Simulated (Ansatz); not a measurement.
Band structure of Al₃Cu (P4/mmm, 4 atoms in the cell).

```xyz
4
Lattice="2.7990 0.0000 0.0000 0.0000 2.7990 0.0000 0.0000 0.0000 7.5690" Properties=species:S:1:pos:R:3 pbc="T T T"
Al     0.0000     0.0000     3.7845
Al     1.3995     1.3995     1.7115
Al     1.3995     1.3995     5.8575
Cu     0.0000     0.0000     0.0000
```

Method: LDA (PW92), PAW files made with PBE (plane waves; Ansatz, a first-principles code).

Settings: kpoints.mp_grid.grid = 15 15 6; hamiltonian.xc = lda; hamiltonian.pseudopotentials = {kind: paw} (the program's default PAW files); scf.occupations.method = fermi_dirac; scf.occupations.width = 0.1 eV; kpoints.band_path.npoints = 8.

The starting cell comes from a database of computed structures (which also holds hypothetical and non-ambient phases and stackings), without a prior relaxation at this level. Its lattice was rescaled by a random factor within 2.5 % of one. Spin polarisation is off.

Levels in eV from the Fermi level, bands 10 to 17:
```
point     10     11     12     13     14     15    16    17
-----  -----  -----  -----  -----  -----  -----  ----  ----
Γ      -3.52  -3.52  -3.13  -1.63   0.69   6.26  6.41  6.41
X      -3.89  -3.59  -3.58  -3.42  -2.35  -1.80  2.77  3.88
M      -2.50  -2.50  -0.57  -0.47   0.24   0.24  0.51  0.51
Z      -3.52  -3.52  -3.40  -3.13   4.29   5.77  6.25  6.90
R      -4.14  -3.59  -3.42  -2.53  -0.91  -0.89  0.12  0.82
A      -1.71  -1.71  -1.69  -1.69  -0.63  -0.63  0.65  1.51
```

Bands cross the Fermi level along this path, so the cell is metallic at this level.

Keys are those of Ansatz 0.2.
